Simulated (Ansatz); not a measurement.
Formation energy of the localised charge states of S vacancy (broken-bond start) in zinc-blende ZnS (start: the S site; a neighbour pushed 0.95 Å away from the vacancy; 64-site cell, 2×2×2 shifted sampling) against the Fermi level, S-rich (Δμ(S) = 0.00 eV; only phases computed here count, gases as isolated molecules at 0 K). These are PBE, PAW (plane waves to 420 eV; Ansatz, a quantum-chemistry and plane-wave program) values and carry that method's errors.

Charges with a result: +2, +1, 0. Others weren't obtained, and one of them could lie lower, also by skipping a charge.

Cell and caveats: 64-site cell; 2×2×2 shifted k-points; host gap 2.01 eV; charged states image-corrected; not converged in cell size; flagged in the runs: a strain field that reaches the edge of the cell.

```
E_F − E_VBM (eV)  q = +2  q = +1  q = 0
----------------  ------  ------  -----
0.00                1.29    2.84   3.62
0.25                1.80    3.09   3.62
0.50                2.30    3.34   3.62
0.76                2.80    3.60   3.62
1.01                3.31    3.85   3.62
1.26                3.81    4.10   3.62
1.51                4.31    4.35   3.62
1.76                4.82    4.60   3.62
2.01                5.32    4.86   3.62
```

Crossings of the lowest lines: (+2/0) at 1.17 eV.
